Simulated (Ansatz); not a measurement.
**Effective masses and thermopower of CdSe (F-43m)**

```
CdSe
1.0
    0.00000     3.04073     3.04073
    3.04073     0.00000     3.04073
    3.04073     3.04073     0.00000
Cd Se
1 1
Cartesian
  0.00000   0.00000   0.00000
  4.56109   4.56109   4.56109
```

Computed with PBEsol, rigid bands (plane waves, PAW, scalar-relativistic; Ansatz, a program for electronic structure). Geometry: cell and atoms relaxed with PBEsol.

```json
{
 "band_gap": "0.48 eV",
 "electron conductivity mass (300 K, dilute)": "0.061 mₑ",
 "effective density of states N_c (300 K)": "3.3e17 cm⁻³",
 "density_of_states_mass_electrons": "0.056 mₑ",
 "Seebeck coefficient, n-type 1e19 cm⁻³, 300 K": "-47 μV/K",
 "best n-type power factor at 300 K for τ = 10 fs (best axis; densities from 1e16 to 1e21 cm⁻³ tried, whether or not they can be reached)": "0.85 μW/(cm·K²) at 1e18 cm⁻³"
}
```

Rigid bands; masses and Seebeck coefficients take one relaxation time τ for all states and one kind of carrier; polarons and phonon drag are left out. Spin-orbit coupling is left out.
